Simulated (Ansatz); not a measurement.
GeF₂ (model structure, started from the rutile type, P4₂/mnm, No. 136, 6 atoms in the cell), treated with G0W0@PBEsol+SOC (Ansatz, a quantum-chemistry and plane-wave program, hard PAW, contour deformation, complete-basis limit, spin–orbit shift from PBEsol).

Numerical settings: largest k mesh 4×4×6 (not extrapolated in the mesh).

Cell (relaxed with PBEsol):

```xyz
6
Lattice="5.1650 0.0000 0.0000 0.0000 5.1650 0.0000 0.0000 0.0000 3.4926" Properties=species:S:1:pos:R:3 pbc="T T T"
Ge     0.0000     0.0000     0.0000
Ge     2.5825     2.5825     1.7463
F      1.5622     1.5622     0.0000
F      4.1447     1.0203     1.7463
F      1.0203     4.1447     1.7463
F      3.6028     3.6028     0.0000
```

**Question.** Estimate the band gap that the calculation returns.

**Answer.** 
* **band gap**: 4.66 eV

Note: filled d or f shells below the valence bands can shift G0W0 gaps through exchange with them, which wasn't tested here; the correction to the complete basis was taken at k points off the band edges; spin–orbit coupling enters as the shift of the gap found with a semilocal functional; the relaxation could raise the start's symmetry but not lower it, so the cell can be a saddle point.

Computed values are for the static lattice.

Computing time: very roughly 110 core-minutes.

A model structure was made by putting elements into a prototype or built by hand; it is no filed structure, need not be a known phase, and can be a saddle point held by its symmetry.
